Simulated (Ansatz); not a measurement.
Cost and result by functional for the adsorption energy of SiH3 on the 1x1 (100) surface of monoclinic HfO2 (cut with top plane 2 O), one in a 1x1 cell, started at the site 'over Hf at depth 1.0 Å', in Ansatz (plane waves, PAW). Single points on the PBE structure, on one kind of machine; costs are rough ratios of the slab run's core time (references not counted) to the cheapest single point. r2SCAN's cost holds its higher cutoff (500 against 420 eV). Differences are taken against r2SCAN for comparison alone: no measured value is at hand, so the table doesn't rank accuracy. The points keep PBE's geometry, so the relaxation of a polaron and the settling of charge on one site are left out.

Host crystal: monoclinic HfO2, with a band gap (PBE, scalar-relativistic without spin-orbit coupling).

Set-up: 28 atoms, 9.3 Å thick at the start under the adsorbate (thin: gaps and levels are the slab's own); mesh 4x4x1; 0.01 eV smearing; dipole correction on; 12 atoms held, the rest relaxed; no symmetry held; spin-polarised, no spin-orbit, no U, no dispersion correction. The starting moment vanished. At the end it is bonded to O. In PBE it is, or lies within 0.03 eV of, the lowest of the starts that converged. These notes are the PBE run's. RPBE: The program's check for a lower electronic state was not made. r2SCAN: The program's check for a lower electronic state was not made. Adsorption energies are against SiH4(g) − ½ H2(g). A negative adsorption energy means that the adsorbate is more stable on the surface than in its reference.

```csv
functional,relative cost,adsorption energy (eV),less r2SCAN (eV)
RPBE,1,0.67,0.35
r2SCAN,2,0.32,0.00
PBE (the relaxed run's value),–,0.37,0.05
```

The values span 0.35 eV, while the single points' costs differ by a factor of roughly 2. Differences are of unrounded values.

Ansatz is a first-principles code.
